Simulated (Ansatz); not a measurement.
**Effect of uniaxial stress, 1 GPa tension along x on BeTe**

The reference is BeTe in the zinc blende structure (space group F-43m, No. 216; a = 5.6044 Å). Axes: x, y, z lie along the cube axes.

It is then changed as follows: uniaxial stress, 1 GPa tension along x; all other stress components relax to zero.

The values are results of Ansatz (a first-principles code) PBEsol, scalar-relativistic without spin-orbit coupling, not measurements. Γ-centred 10×10×10 mesh, Fermi–Dirac width 0.05 eV.

```json
[
 {"quantity": "volume per atom", "base": "22.00 Å³", "changed": "22.13 Å³", "shift": "+0.123 Å³"},
 {"quantity": "energy relative to the base (free energy F)", "base": "0 meV/atom", "changed": "+0.9 meV/atom", "shift": "+0.9 meV/atom"},
 {"quantity": "band gap", "base": "1.84 eV", "changed": "1.78 eV", "shift": "-0.053 eV"},
 {"quantity": "gap character", "base": "–", "changed": "indirect, Γ → X", "shift": "–"},
 {"quantity": "smallest direct gap", "base": "3.61 eV", "changed": "3.57 eV", "shift": "-0.035 eV"},
 {"quantity": "electron mass", "base": "1.4 mₑ along k, 0.25 mₑ across (at X)", "changed": "1.4 mₑ along k, 0.25 mₑ across (at X)", "shift": "–"},
 {"quantity": "valence-band top at Γ (three highest levels, from the VBM)", "base": "0.00, 0.00, 0.00 eV", "changed": "0.00, 0.00, -0.09 eV", "shift": "–"},
 {"quantity": "valley order (the lowest conduction-band minima on the path, energy above the VBM, named in the base's zone)", "base": "X along ⟨100⟩ 1.84 eV; L along ⟨111⟩ 3.08 eV", "changed": "X along [001] 1.78 eV; X along [100] 1.89 eV; L along [1-11] 3.03 eV", "shift": "–"},
 {"quantity": "strain response (xx, yy, zz)", "base": "–", "changed": "(+1.28, −0.36, −0.36) %", "shift": "–"}
]
```

With Te present, leaving out spin-orbit coupling can change the band edges. Masses are band curvatures over ±0.01 Å⁻¹ around the edge. Along k means along the line from Γ to the band edge. Beyond what the load breaks, stability against distortions was not tested. Labels are those of the standard path for the cell's own space group.
